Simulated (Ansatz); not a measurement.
Migration barriers of dopant-vacancy pairs in metallic hosts: PBE bands (Ansatz, a program for electronic structure, plane waves to 420 eV, PAW, climbing-image NEB) beside r2SCAN single points (500 eV) at the PBE geometries. Forward barriers of single hops from the lowest site run, static nuclei, no finite-size correction. The rows are a random draw from the bands that converged and passed our checks of state and shape. Saddle orders were checked for a part of the study's bands only and are not shown. Vacancies start on their lattice site; split forms were not set up. Spin-orbit coupling is left out.

| Defect | Route | Hop (Å), direction in the unit cell | End over start, densest mesh run (eV) | Cell and PBE mesh | r2SCAN k-points | PBE (eV) | r2SCAN (eV) |
|---|---|---|---|---|---|---|---|
| In-vacancy pair (In on Cu, Cu vacant) in fcc Cu, charge 0 | In changes places with the vacancy (In-vacancy distance between ideal sites 2.57 Å throughout) | 2.07 along (0.00, 0.40, 0.40) | 0.00 | 32 sites, 2×2×2 shifted | same mesh | 0.26 | 0.29 |
| Ti-vacancy pair (Ti on Ru, Ru vacant) in hcp Ru, charge 0 | Ti changes places with the vacancy (Ti-vacancy distance between ideal sites 2.66 Å throughout) | 2.43 along (-0.63, -0.32, 0.45) | 0.00 | 36 sites, 2×2×2 shifted along c | same mesh | 0.85 | 0.83 |
| Pt-vacancy pair (Pt on Al, Al vacant) in fcc Al, charge 0 | Pt changes places with the vacancy (Pt-vacancy distance between ideal sites 2.86 Å throughout) | 3.11 along (0.00, 0.54, 0.54) | 0.00 | 32 sites, 3×3×3 shifted | same mesh | 0.85 | … |
| Cu-vacancy pair (Cu on Ru, Ru vacant) in hcp Ru, charge 0 | Cu changes places with the vacancy (Cu-vacancy distance between ideal sites 2.66 Å throughout) | 2.59 along (-0.66, -0.33, 0.48) | 0.00 | 36 sites, 3×3×3 shifted along c | same mesh | 1.19 | 1.15 |
| Mo-vacancy pair (Mo on Al, Al vacant) in fcc Al, charge 0 | Mo changes places with the vacancy (Mo-vacancy distance between ideal sites 2.86 Å throughout) | 3.14 along (0.00, 0.55, 0.55) | 0.00 | 32 sites, 3×3×3 shifted | same mesh | 1.96 | 2.16 |
| Zr-vacancy pair (Zr on W, W vacant) in bcc W, charge 0 | Zr changes places with the vacancy (Zr-vacancy distance between ideal sites 2.76 Å throughout) | 2.33 along (0.42, 0.42, 0.42) | 0.00 | 36 sites, 2×2×3 shifted | same mesh | 0.71 | 0.70 |
| Al-vacancy pair (Al on W, W vacant) in bcc W, charge 0 | a nearby W jumps into the vacancy (Al-vacancy distance between ideal sites 2.76 → 3.18 Å) | 2.72 along (0.50, 0.50, -0.49) | 0.57 | 36 sites, 2×2×3 shifted | same mesh | 1.87 | 2.09 |
| Mo-vacancy pair (Mo on W, W vacant) in bcc W, charge 0 | a nearby W jumps into the vacancy (Mo-vacancy distance between ideal sites 2.76 → 3.18 Å) | 2.70 along (0.49, 0.49, -0.49) | 0.07 | 36 sites, 2×2×3 shifted | same mesh | 1.58 | … |

Task: What belongs in the gaps?

Result: 
- Mo-vacancy pair (Mo on W, W vacant) in bcc W, charge 0, r2SCAN (eV): 1.75
- Pt-vacancy pair (Pt on Al, Al vacant) in fcc Al, charge 0, r2SCAN (eV): 0.92
